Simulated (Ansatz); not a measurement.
The starting structures come from a database of crystals and need not be the phases stable at ambient conditions.

Inside the gap of an insulator the Bloch states are evanescent, with a wavenumber k + iκ along the transport direction.

Given:

```yaml
crystal:
  lattice:
    - [6.36205, 0.00756, 0.00453]
    - [-1.55970, 6.31186, 0.28446]
    - [-3.12253, 2.10177, 5.25191]
  atoms:
    - { symbol: Tc, position: [0.48815, 0.50304, 0.28451] }
    - { symbol: Tc, position: [0.51185, 0.49696, 0.71549] }
    - { symbol: Tc, position: [0.06198, 0.51055, 0.30843] }
    - { symbol: Tc, position: [0.93802, 0.48945, 0.69157] }
    - { symbol: S, position: [0.68046, 0.29674, 0.18979] }
    - { symbol: S, position: [0.31954, 0.70326, 0.81021] }
    - { symbol: S, position: [0.14231, 0.26944, 0.17382] }
    - { symbol: S, position: [0.85769, 0.73056, 0.82618] }
    - { symbol: S, position: [0.63813, 0.20121, 0.69531] }
    - { symbol: S, position: [0.36187, 0.79879, 0.30469] }
    - { symbol: S, position: [0.17741, 0.23029, 0.72545] }
    - { symbol: S, position: [0.82259, 0.76971, 0.27455] }
```

Space group of this cell: P-1. The cell was relaxed by PBE-D3(BJ); by r2SCAN its mean pressure is 2.2 GPa.

Transport runs along the normal of the first two printed cell vectors.

The gap is the functional's own, uncorrected, and κ follows it; spin-orbit coupling is left out. Mid-gap values are interpolated between the computed energies.

Q: Predict the band gap and the smallest decay constant κ at mid-gap from r2SCAN (Ansatz, an electronic-structure program).

A: Gap 0.91 eV on a 6×6×6 mesh; κ = 0.202 1/Å, at (0.000, 0.500) of the in-plane reciprocal vectors. At the zone centre, at the nearest computed energy, the slowest state has κ = 0.23 1/Å.
